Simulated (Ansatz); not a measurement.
The parent structure is BeTe in the zinc blende structure (space group F-43m, No. 216; a = 5.657 Å). Axes: x, y, z lie along the cube axes.

It is then changed as follows: biaxial strain +2.50 %, plane normal [111], relaxed out of plane (Cartesian); in-plane vectors clamped, the third vector and the atoms free.

Computed with plane-wave PAW DFT at the r2SCAN level (Ansatz, a quantum-chemistry and plane-wave program, 500 eV), scalar-relativistic without spin-orbit coupling.

Give the band edges at the high-symmetry points of the new zone, measured from its valence-band maximum.


| point | valence edge (eV) | conduction edge (eV) |
|---|---|---|
| Γ | 0.00 | 3.72 |
| T | -1.38 | 2.99 |
| H₂ | -3.19 | 5.37 |
| H₀ | -3.19 | 5.37 |
| L | -1.12 | 3.34 |
| S₀ | -2.18 | 3.13 |
| S₂ | -2.18 | 3.13 |
| F | -2.55 | 2.29 |

The gap is 2.29 eV, indirect, Γ → F.

Spin-orbit coupling, missing from the scalar runs, can matter with Te. No phonon test of stability was made. Labels are those of the standard path for the cell's own space group.
